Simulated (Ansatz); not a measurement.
## HgS: alloy series

Start from HgS (space group P3_221, No. 154; a = 4.1387 Å, c = 9.4079 Å; made of chains).

The other end (x = 1) is HgO (space group P3_221, No. 154; a model cell, its experimental status unchecked; made of chains): 16.48 Å³/atom, gap 1.44 eV; this end may not be an ambient phase.

O replaces a fraction x of S; each row is one arrangement (x, atoms in the cell, starting space group or random), fully relaxed.

The values are results of PBEsol (Ansatz, an electronic-structure program, PAW, spin-orbit coupling left out), not measurements.

Notes on the quantities. mixing energy: against an end that may be hypothetical; bowing parameter b of this ordering: Eg = [1−x] Eg[0] + x Eg[1] − b x [1−x].

```json
[
 {"case": "base", "volume per atom": "23.26 Å³", "mixing energy": "–", "bowing parameter b of this ordering": "–"},
 {"case": "x(O) = 0.167, 12 atoms, C2", "volume per atom": "…", "mixing energy": "+9 meV/atom", "bowing parameter b of this ordering": "0.4 eV"},
 {"case": "x(O) = 0.333, 12 atoms, C2", "volume per atom": "21.93 Å³", "mixing energy": "+24 meV/atom", "bowing parameter b of this ordering": "0.4 eV"},
 {"case": "x(O) = 0.5, 12 atoms, P2", "volume per atom": "21.52 Å³", "mixing energy": "…", "bowing parameter b of this ordering": "-0.3 eV"},
 {"case": "x(O) = 0.5, 12 atoms, C2", "volume per atom": "20.33 Å³", "mixing energy": "…", "bowing parameter b of this ordering": "1.1 eV"},
 {"case": "x(O) = 0.667, 12 atoms, P1 (arrangement B)", "volume per atom": "19.22 Å³", "mixing energy": "+21 meV/atom", "bowing parameter b of this ordering": "0.2 eV"},
 {"case": "x(O) = 0.667, 12 atoms, P1 (arrangement A)", "volume per atom": "19.68 Å³", "mixing energy": "+33 meV/atom", "bowing parameter b of this ordering": "-0.2 eV"}
]
```

**Question.** Some entries are withheld; estimate them.

**Answer.** 
- x(O) = 0.167, 12 atoms, C2, volume per atom: 22.40 Å³
- x(O) = 0.5, 12 atoms, P2, mixing energy: +57 meV/atom
- x(O) = 0.5, 12 atoms, C2, mixing energy: +23 meV/atom

These are small ordered cells, not random alloys; other orderings at the same x differ. With Hg present, leaving out spin-orbit coupling can change the band edges. Stability against distortions was not tested. No dispersion term is included in the PBEsol runs.
